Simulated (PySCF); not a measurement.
PySCF 2.14.0, R2SCAN/def2-svp, df: B(F)(OH)(OSiH3) (OB(F)O[SiH3]), 9 atoms. The geometry is a generated start, not checked to be a minimum at this level.

```json
{
  "task": "energy",
  "method": "r2scan",
  "basis": "def2-svp",
  "two_electron_scheme": "density fitting",
  "mol.max_memory": "3000 MB",
  "mf.max_cycle": "100",
  "mf.init_guess": "minao (default)",
  "mf.DIIS": "CDIIS (default)",
  "mf.conv_tol": "1e-09 (default)",
  "mf.grids.level": "3 (default)",
  "basis_functions": "94",
  "grid_points": "114888"
}
```

```xyz
9

B      0.2388     1.0259     0.6613
F      1.0147     2.1287     0.7248
O     -0.6953     0.8551     1.6121
H     -0.7335     1.5474     2.2737
O      0.4446     0.1857    -0.3275
Si     0.0016    -1.1836    -1.0810
H     -1.1281    -1.8275    -0.4117
H      1.2091    -2.0033    -1.0272
H     -0.3519    -0.7285    -2.4244
```

One run each on 2 threads, 1 BLAS thread. Values of diis_space tried: 3, 5, 8 (default), 12, 20.

Q: Which value of diis_space needs the fewest Fock builds, and what happens away from it?

A: Fewest Fock builds, within one of each other: 5 with 13, 8 (default) with 12, 12 with 12, 20 with 12. The count rises to 20 at 3. All converge to one solution.

| diis_space | Fock builds | end |
|---|---|---|
| 3 | 20 | same solution |
| 5 | 13 | same solution |
| 8 (default) | 12 | same solution |
| 12 | 12 | same solution |
| 20 | 12 | same solution |
